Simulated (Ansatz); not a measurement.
The starting structures come from a database of crystals and need not be the phases stable at ambient conditions.

Here is the system:

```yaml
crystal:
  lattice:
    - [3.88593, 0.00000, 0.00000]
    - [0.00000, 7.58915, 0.00000]
    - [0.00000, 0.00000, 7.58915]
  atoms:
    - { symbol: W, position: [0.94486, 0.23260, 0.73260] }
    - { symbol: W, position: [0.05514, 0.26740, 0.23260] }
    - { symbol: W, position: [0.94486, 0.76740, 0.26740] }
    - { symbol: W, position: [0.05514, 0.73260, 0.76740] }
    - { symbol: O, position: [0.48901, 0.24530, 0.74530] }
    - { symbol: O, position: [0.51099, 0.25470, 0.24530] }
    - { symbol: O, position: [0.48901, 0.75470, 0.25470] }
    - { symbol: O, position: [0.51099, 0.74530, 0.75470] }
    - { symbol: O, position: [0.99521, 0.00514, 0.25080] }
    - { symbol: O, position: [0.00479, 0.74920, 0.00514] }
    - { symbol: O, position: [0.99521, 0.99486, 0.74920] }
    - { symbol: O, position: [0.00479, 0.25080, 0.99486] }
    - { symbol: O, position: [0.00479, 0.49486, 0.75080] }
    - { symbol: O, position: [0.99521, 0.75080, 0.50514] }
    - { symbol: O, position: [0.00479, 0.50514, 0.24920] }
    - { symbol: O, position: [0.99521, 0.24920, 0.49486] }
```

Space group of this cell: P-42_1m. The cell is taken as given; by PBEsol its mean pressure is -1.5 GPa.

Transport runs along the normal of the first two printed cell vectors, the (100) plane of the conventional cell.

The gap is the functional's own, uncorrected, and κ follows it; spin-orbit coupling is left out. Mid-gap values are interpolated between the computed energies.

Task: State the band gap and the smallest decay constant κ at mid-gap according to Ansatz (a program for electronic structure) with PBEsol.

Result: Gap 1.16 eV on a 8×4×4 mesh; κ = 0.165 1/Å, at the zone centre.
